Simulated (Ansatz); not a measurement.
The reference is Na in the bcc (W type) structure (space group Im-3m, No. 229; a = 4.1735 Å; relaxed with 0.1 eV smearing). Axes: x, y, z lie along the cube axes.

Computed with PBEsol/PAW in Ansatz (a first-principles code), no spin-orbit coupling.

For the base:

| Quantity | Value |
|---|---|
| Shortest interatomic distance | 6.830 bohr |

It is then changed as follows: a pure shear with ε_xy = ε_yx = 0.0086, atoms relaxed at fixed cell.

Task: Estimate the effect on the stress, shortest interatomic distance and energy relative to the base.

Result: The stress (xx, yy, zz, yz, xz, xy; compression positive) amounts to (0.0, 0.0, 0.0, 0.0, 0.0, -0.1) GPa; the shortest interatomic distance shrinks by 0.039 bohr (6.830 bohr → 6.791 bohr); the energy stays essentially unchanged.

The cells carry an imposed strain or load. No phonon test of stability was made.
